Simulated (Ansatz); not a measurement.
## A self-consistent single point of NbRu₃ (Pm-3m, 4 atoms in the cell) with Ansatz

Method: LDA (PW92), default PAW files made with PBE (plane waves; Ansatz, a program for electronic structure).

Input:

Ansatz 0.2 input:
```yaml
# NbRu3
crystal:
  lattice:
    - [3.86568400, 0.00000000, 0.00000000]
    - [0.00000000, 3.86568400, 0.00000000]
    - [0.00000000, 0.00000000, 3.86568400]
  atoms:
    - { symbol: Nb, position: [0.00000000, 0.00000000, 0.00000000] }
    - { symbol: Ru, position: [0.00000000, 0.50000000, 0.50000000] }
    - { symbol: Ru, position: [0.50000000, 0.00000000, 0.50000000] }
    - { symbol: Ru, position: [0.50000000, 0.50000000, 0.00000000] }
basis:
  ecutwfc: 420.0
kpoints:
  mp_grid:
    grid: [9, 9, 9]
hamiltonian:
  xc: lda
  pseudopotentials:
    kind: paw
scf:
  occupations:
    method: gaussian
    width: 0.1
output:
  forces: true
  eigenvalues: true
  stress: true
```

Log, with long lists cut:

```
WARN ansatz: RAYON_NUM_THREADS=1 ignored (pool sized by the plan → 1); use --threads N
Pseudopotentials: kind: paw
Pseudopotential: Nb, paw, valence charge 13
Pseudopotential: Ru, paw, valence charge 16
Crystal: 4 atoms, lattice volume = 57.767 Å³
Basis set: ecut = 420 eV, 1141 PW (Γ)
Bands: 37, of which v1, the nominal top of the filled ones, is band 31 counted from 1 (30 counted from 0)
Symmetry: 48 space group operations
Space group: Pm-3m (ITA 221), of the structure as read, at distance tolerance 3.9e-5 Å
k-points: 35 of 729
PAW frozen core: Nb, regenerated for the run's functional, and the local potential with it
PAW frozen core: Ru, regenerated for the run's functional, and the local potential with it
Initial density: superposition of atomic densities (neutral atoms: chi_scale 0, normalization atom), corrected by the library's trained network
Initial wavefunctions: pseudopotential atomic-orbital guess
Eigensolver: davidson
Functional: x = slater, c = lda
SCF iter   1: F=—  HF=-21717.926005 eV  |F-HF|=—  |Δ(HF+E_count)|=         —  Δρ=9.85e-3  dr2=4.11e-2  ethr=1.77e-3  ⟨swp⟩=5.1  Hψ=4273  notcnv=0
all-band conjugate gradients solve this SCF's bands
preconditioner: auto → Kerker (q_TF=auto, 2.753 Å⁻¹)
SCF iter   2: F=—  HF=-21717.923350 eV  |F-HF|=—  |Δ(HF+E_count)|=   2.65e-3  Δρ=4.43e-3  dr2=7.78e-3  ethr=6.74e-5  ⟨swp⟩=1.4  Hψ=1806  notcnv=0
SCF iter   3: F=—  HF=-21717.922485 eV  |F-HF|=—  |Δ(HF+E_count)|=   8.66e-4  Δρ=6.47e-4  dr2=1.04e-4  ethr=1.27e-5  ⟨swp⟩=2.4  Hψ=1865  notcnv=0
SCF iter   4: F=—  HF=-21717.922478 eV  |F-HF|=—  |Δ(HF+E_count)|=   6.95e-6  Δρ=8.13e-5  dr2=3.83e-6  ethr=1.71e-7  ⟨swp⟩=2.1  Hψ=2091  notcnv=0
SCF iter   5: F=—  HF=-21717.922480 eV  |F-HF|=—  |Δ(HF+E_count)|=   1.82e-6  Δρ=3.06e-5  dr2=6.77e-7  ethr=6.29e-9  ⟨swp⟩=2.0  Hψ=1715  notcnv=0
SCF iter   6: F=-21717.922480 eV  HF=-21717.922480 eV  |F-HF|=5.01e-9  |Δ(HF+E_count)|=   9.21e-8  Δρ=6.00e-6  dr2=1.49e-8  ethr=1.64e-10  ⟨swp⟩=6.1  Hψ=5432  notcnv=0
SCF 1 converged in 6 iterations: F = -21717.922480 eV  dr2 = 1.49e-8
SCF converged after 6 iterations
Free energy (F): -21717.922480 eV
Harris-Foulkes:  -21717.922480 eV  (|F-HF|=5.01e-9)
Internal energy: -21717.892729 eV  (E = F + TS)
E sigma→0 (E₀):  -21717.907605 eV
Entropy (-TS):   -0.029750 eV (-7.438 meV/atom)
Fermi energy:    21.656457 eV
--- Per-component energies (eV) ---
  E_band       = -244.412459
  E_kinetic    = 1941.999261
  E_local      = -4612.625954  (includes V_loc(G=0)·N_el)
  E_nonlocal   = 1169.469095
  E_hartree    = 1486.929469
  E_xc         = -744.293492
  E_vxc        = -930.962748  (∫ρ·V_xc dr)
  E_paw        = -12989.490563  (= ΣΔE_a)
  E_vpaw       = -786.145652  (= ΣTr[D̂ρ^β])
  E_aug_tail   = -0.000668  (compensation charges beyond the density's cutoff)
  E_ewald      = -7972.020627
  E_core_change = 2.140749  (= ΣΔE_core)
  E_smearing   = -0.029750  (= −TS)
  E_closure    = -0.000000  (closes the sum)
  Σ components = -21717.922480   (vs F -21717.922480, Δ=0.00e0)
--- Forces (eV/Å), atoms counted from 1 ---
  atom   1  Nb     0.00000000     0.00000000     0.00000000
   [... zero for the other atoms too ...]
  max |Σ_I F_I| component: 1.18e-28 eV/Å
--- Stress (GPa, compression-positive) ---
       -8.572399       0.000000       0.000000
        0.000000      -8.572399       0.000000
        0.000000       0.000000      -8.572399
  P = ⅓ Tr σ = -8.5724 GPa (-85.724 kbar)
  The stress holds the Pulay correction. Without it, at fixed plane waves, as pw.x and ABINIT print it: P = -8.5973 GPa
--- Band table (eV; the first three rows and the last of 35) ---
  k-point 0: bands = ["-50.6561", "-50.5118", "-50.5118", "-32.8911", "-20.9649", "-20.9649", "-20.9649", "-20.5649", "-20.5649", "-20.5649", "-20.3645", "-20.3645", "-20.3645", "-9.0158", "-9.0158", "-9.0158", "14.4035", "15.9271", "15.9271", [...]
  k-point 1: bands = ["-50.6523", "-50.5157", "-50.5118", "-32.8914", "-20.9543", "-20.9543", "-20.9471", "-20.5683", "-20.5683", "-20.5662", "-20.3829", "-20.3718", "-20.3718", "-9.0270", "-9.0187", "-9.0187", "14.5788", "16.0461", "16.0623", [...]
  k-point 2: bands = ["-50.6413", "-50.5266", "-50.5117", "-32.8922", "-20.9249", "-20.9249", "-20.8957", "-20.5797", "-20.5797", "-20.5697", "-20.4359", "-20.3900", "-20.3900", "-9.0554", "-9.0260", "-9.0260", "15.0791", "16.3561", "16.4432", [...]
  k-point 34: bands = ["-50.5619", "-50.5576", "-50.5576", "-32.8878", "-21.1571", "-20.8949", "-20.8949", "-20.8948", "-20.4115", "-20.4115", "-20.3666", "-20.3666", "-20.3656", "-9.0462", "-9.0411", "-9.0411", "16.2832", "16.3427", "16.3427", [...]
```

The run converged in 6 iterations.

The starting cell comes from a database of computed structures (which also holds hypothetical and non-ambient phases and stackings), without a prior relaxation at this level. Its lattice was rescaled by up to half a per cent. Spin polarisation is off. With a pressure of about -9 GPa the cell is away from its equilibrium volume at this level. Ansatz's pressure includes its estimate of the finite-basis (Pulay) stress.
